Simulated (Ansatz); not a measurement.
Reference: RbBr (Pm-3m), PBEsol, rigid bands (plane waves, PAW, scalar-relativistic; Ansatz, a quantum-chemistry and plane-wave program); axes and stresses refer to this cell.

```
RbBr
1.0
    4.07295     0.00000     0.00000
    0.00000     4.07295     0.00000
    0.00000     0.00000     4.07295
Rb Br
1 1
Direct
  0.00000   0.00000   0.00000
  0.50000   0.50000   0.50000
```

The Seebeck coefficient, n-type 1e19 cm⁻³ is -159 μV/K. The electron conductivity mass is 0.31 mₑ and the Seebeck coefficient, p-type 1e19 cm⁻³ comes out as 484 μV/K.

Change: functional r2SCAN on the same cell. What happens to Seebeck coefficient, n-type 1e19 cm⁻³, electron conductivity mass, Seebeck coefficient, p-type 1e19 cm⁻³?

Seebeck coefficient, n-type 1e19 cm⁻³ rises in size to -165 μV/K; electron conductivity mass rises to 0.33 mₑ; Seebeck coefficient, p-type 1e19 cm⁻³ moves little, to 492 μV/K.

Masses are for dilute carriers at 300 K, harmonic means over directions unless an axis is named. Seebeck coefficients are for the stated density at 300 K, with one relaxation time for all states and whether or not that doping can be reached. Spin-orbit coupling is left out unless a row names it; without it hole values are far off for these elements. 

Computed structure with no diffraction record at hand here (it may be known, metastable or hypothetical): RbBr (Pm-3m).
